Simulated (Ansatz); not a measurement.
Start from SiC in the wurtzite structure (space group P6_3mc, No. 186; a = 3.076 Å, c = 5.048 Å). Axes: x lies along a and z along c of the hexagonal cell.

Structures relaxed with Ansatz (a program for electronic structure) PBEsol, no spin-orbit coupling.

Base:

Simulated powder pattern, Cu Kα1, λ = 1.54056 Å (kinematic, ideal powder, no thermal factors, no anomalous dispersion; the 10 strongest lines at most, above 2 %, up to 2θ = 90°):

```csv
2θ (°),I/Imax (%),hkl
33.62,74,(100)
35.54,51,(002)
38.17,100,(101)
49.72,27,(102)
60.11,46,(110)
65.57,47,(103)
70.66,6.9,(200)
71.82,35,(112)
73.47,16,(201)
81.67,6.2,(202)
```

After one change:

Simulated powder pattern, Cu Kα1, λ = 1.54056 Å (kinematic, ideal powder, no thermal factors, no anomalous dispersion; the 10 strongest lines at most, above 2 %, up to 2θ = 90°):

```json
[
 {"2θ (°)": "34.04", "I/Imax (%)": "73"},
 {"2θ (°)": "35.44", "I/Imax (%)": "51"},
 {"2θ (°)": "38.52", "I/Imax (%)": "100"},
 {"2θ (°)": "49.96", "I/Imax (%)": "27"},
 {"2θ (°)": "60.92", "I/Imax (%)": "45"},
 {"2θ (°)": "65.69", "I/Imax (%)": "48"},
 {"2θ (°)": "71.65", "I/Imax (%)": "6.7"},
 {"2θ (°)": "72.50", "I/Imax (%)": "34"},
 {"2θ (°)": "74.43", "I/Imax (%)": "15"},
 {"2θ (°)": "82.56", "I/Imax (%)": "6.1"}
]
```

Name the change that was made.
A. biaxial strain −0.60 %, plane normal [001], relaxed out of plane
B. biaxial strain −2.40 %, plane normal [001], relaxed out of plane
C. biaxial strain −3.00 %, plane normal [001], relaxed out of plane
D. biaxial strain −1.20 %, plane normal [001], relaxed out of plane

D, biaxial strain −1.20 %, plane normal [001], relaxed out of plane. Its volume per atom is 10.12 Å³ against 10.34 Å³, and its space group is P6_3mc (No. 186).

Stability against distortions was not tested.
